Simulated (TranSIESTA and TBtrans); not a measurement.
System: Cu rod with one Ge atom on the axis. Leads: fcc Cu rod along [100], layers of 5 and 4 atoms, a = 3.63 Å. Geometry: as built, not relaxed. Transport runs along z; the first 18 and the last 18 of the 72 atoms are the lead cells, repeated to infinity.

```xyz
72
Lattice="13.634 0.000 0.000 0.000 13.634 0.000 0.000 0.000 29.040" Properties=species:S:1:pos:R:3 pbc="F F T"
Cu     6.817     6.817     0.000
Cu     9.384     6.817     0.000
Cu     6.817     9.384     0.000
Cu     4.250     6.817     0.000
Cu     6.817     4.250     0.000
Cu     8.100     8.100     1.815
Cu     5.533     8.100     1.815
Cu     8.100     5.533     1.815
Cu     5.533     5.533     1.815
Cu     6.817     6.817     3.630
Cu     9.384     6.817     3.630
Cu     6.817     9.384     3.630
Cu     4.250     6.817     3.630
Cu     6.817     4.250     3.630
Cu     8.100     8.100     5.445
Cu     5.533     8.100     5.445
Cu     8.100     5.533     5.445
Cu     5.533     5.533     5.445
Cu     6.817     4.250     7.260
Cu     4.250     6.817     7.260
Cu     6.817     6.817     7.260
Cu     9.384     6.817     7.260
Cu     6.817     9.384     7.260
Cu     5.533     5.533     9.075
Cu     8.100     5.533     9.075
Cu     5.533     8.100     9.075
Cu     8.100     8.100     9.075
Cu     6.817     4.250    10.890
Cu     4.250     6.817    10.890
Cu     6.817     6.817    10.890
Cu     9.384     6.817    10.890
Cu     6.817     9.384    10.890
Cu     5.533     5.533    12.705
Cu     8.100     5.533    12.705
Cu     5.533     8.100    12.705
Cu     8.100     8.100    12.705
Cu     6.817     4.250    14.520
Cu     4.250     6.817    14.520
Ge     6.817     6.817    14.520
Cu     9.384     6.817    14.520
Cu     6.817     9.384    14.520
Cu     5.533     5.533    16.335
Cu     8.100     5.533    16.335
Cu     5.533     8.100    16.335
Cu     8.100     8.100    16.335
Cu     6.817     4.250    18.150
Cu     4.250     6.817    18.150
Cu     6.817     6.817    18.150
Cu     9.384     6.817    18.150
Cu     6.817     9.384    18.150
Cu     5.533     5.533    19.965
Cu     8.100     5.533    19.965
Cu     5.533     8.100    19.965
Cu     8.100     8.100    19.965
Cu     6.817     6.817    21.780
Cu     9.384     6.817    21.780
Cu     6.817     9.384    21.780
Cu     4.250     6.817    21.780
Cu     6.817     4.250    21.780
Cu     8.100     8.100    23.595
Cu     5.533     8.100    23.595
Cu     8.100     5.533    23.595
Cu     5.533     5.533    23.595
Cu     6.817     6.817    25.410
Cu     9.384     6.817    25.410
Cu     6.817     9.384    25.410
Cu     4.250     6.817    25.410
Cu     6.817     4.250    25.410
Cu     8.100     8.100    27.225
Cu     5.533     8.100    27.225
Cu     8.100     5.533    27.225
Cu     5.533     5.533    27.225
```

Run with TranSIESTA and TBtrans (open boundaries, self-consistent; PseudoDojo norm-conserving potentials, scalar-relativistic): PAO.BasisSize SZP, PAO.EnergyShift 0.15 eV, XC.Authors PBE, Mesh.Cutoff 150 Ry, ElectronicTemperature 300 K, TS.Voltage 0.0 eV, TBT.Elecs.Eta 0.001 eV, no spin polarisation.

Energies count from the leads' Fermi level. Transmissions are for one spin of a degenerate pair. The energy step is 0.02 eV; narrower resonances are cut or missed.

```tsv
E (eV)	T
-0.20	2.55
-0.16	2.66
-0.12	4.29
-0.08	4.49
-0.04	4.56
0.00	4.58
0.04	4.82
0.08	5.01
0.12	5.12
0.16	5.19
0.20	5.24
```

Give the zero-bias conductance in μS and the resistance at 300 K.

At the Fermi level T = 4.58. Averaged with −∂f/∂E over the full grid (kT = 25.9 meV) it is 4.64. With G0 = 2e²/h = 77.48 μS, G = 360 μS and R = 1/G = 2.78 kΩ.

Estimate the thermopower by Mott's formula S = −(π²/3)(kB²T/e) d ln T/dE from the rows at -0.04 and 0.04 eV.

d ln T/dE = 0.693 eV⁻¹ and (π²/3) kB²T/e = 7.33 μV/K · eV, so S = -5.1 μV/K; the full integral gives -5.5 μV/K. A negative sign means that T rises with energy over the thermal window.

The leads' channel count changes near 0.01 eV, within the thermal window, so values at the Fermi level hang on where that band edge falls.
